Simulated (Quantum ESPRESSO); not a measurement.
**Convergence study of the plane-wave cutoff for Ag (Im-3m, 1 atom in the cell)**

```
CELL_PARAMETERS angstrom
     -1.66393     1.66393     1.66393
      1.66393    -1.66393     1.66393
      1.66393     1.66393    -1.66393
ATOMIC_POSITIONS crystal
  Ag 0.00000 0.00000 0.00000
```

Method: LDA (PZ), PSlibrary ultrasoft (LDA) pseudopotentials (plane waves; Quantum ESPRESSO 7.5).

Base settings: ecutwfc = 50 Ry; ecutrho = 300 Ry; occupations = smearing; smearing = fd; degauss = 0.0073499 Ry; potentials = {Ag: Ag.pz-n-rrkjus_psl.1.0.0.UPF}; K_POINTS = automatic 10 10 10 0 0 0; conv_thr = 1e-09 Ry.

Moved along: ecutrho.

The second cell is the first with its lattice scaled by 0.98.

The mesh stays at the base's, so the ladder's end is converged at best in this setting alone.

Only quantities that move along the ladder and can be compared are tabulated.

The count of work is k-points × plane waves × bands × iterations; it is no time. 

The starting cell comes from a database of computed structures (which also holds hypothetical and non-ambient phases and stackings), without a prior relaxation at this level. Its lattice was rescaled by up to half a per cent. In the base run, with a pressure of about -14 GPa the cell is away from its equilibrium volume at this level.

Steps (ecutwfc): 17.5 Ry; 20 Ry; 22 Ry; 25 Ry; 28 Ry; 30 Ry; 35 Ry; 40 Ry; 45 Ry; 50 Ry; 55 Ry; 60 Ry; 68 Ry; 75 Ry; 88 Ry; 100 Ry; 120 Ry.

What is the coarsest ecutwfc that holds the energy of the compressed cell less the first within 2 meV/atom of the last step, with all finer ones?

30 Ry, at 0.20 of the last step's count of work; the step before is off by 15 meV/atom.

What is the coarsest ecutwfc that holds the free energy within 5 meV/atom of the last step, with all finer ones?

88 Ry; the step before is off by 8.0 meV/atom.

What is the coarsest ecutwfc that holds the pressure within 0.1 GPa of the last step, with all finer ones?

100 Ry; the step before is off by 0.17 GPa.

| ecutwfc | free energy less the last step's (meV/atom) | energy of the compressed cell less the first (meV/atom) | pressure (GPa) | count of work / last |
|---|---|---|---|---|
| 17.5 Ry | 41924.00 | -20.40 | -976.86 | 0.088 |
| 20 Ry | 23472.19 | -122.10 | -677.02 | 0.11 |
| 22 Ry | 14217.28 | -95.57 | -483.60 | 0.14 |
| 25 Ry | 6335.48 | -75.65 | -274.98 | 0.15 |
| 28 Ry | 2603.51 | -50.70 | -145.91 | 0.20 |
| 30 Ry | 1342.25 | -65.89 | -91.41 | 0.20 |
| 35 Ry | 230.04 | -64.34 | -26.73 | 0.17 |
| 40 Ry | 99.10 | -65.86 | -12.52 | 0.20 |
| 45 Ry | 94.46 | -65.74 | -12.44 | 0.25 |
| 50 Ry | 70.16 | -65.68 | -13.70 | 0.28 |
| 55 Ry | 38.63 | -65.88 | -13.58 | 0.32 |
| 60 Ry | 17.55 | -65.54 | -12.74 | 0.35 |
| 68 Ry | 8.36 | -65.69 | -11.85 | 0.43 |
| 75 Ry | 7.99 | -65.68 | -11.84 | 0.51 |
| 88 Ry | 3.34 | -65.70 | -12.00 | 0.63 |
| 100 Ry | 0.47 | -65.69 | -11.83 | 0.76 |
| 120 Ry | 0.00 | -65.71 | -11.83 | 1.0 |

The energy difference between the two cells stays within 1 meV/atom of the last step's from 40 Ry on, the total only from 100 Ry on: much of the error is common to both cells and cancels.

Two neighbours can agree and both be off: 68 Ry and 75 Ry differ by 0.38 meV/atom in the free energy, yet lie about 8.0 meV/atom from the last step.

At the lowest cutoff the pressure lies 965 GPa under the last step's, the usual sign of Pulay stress in an incomplete plane-wave basis.
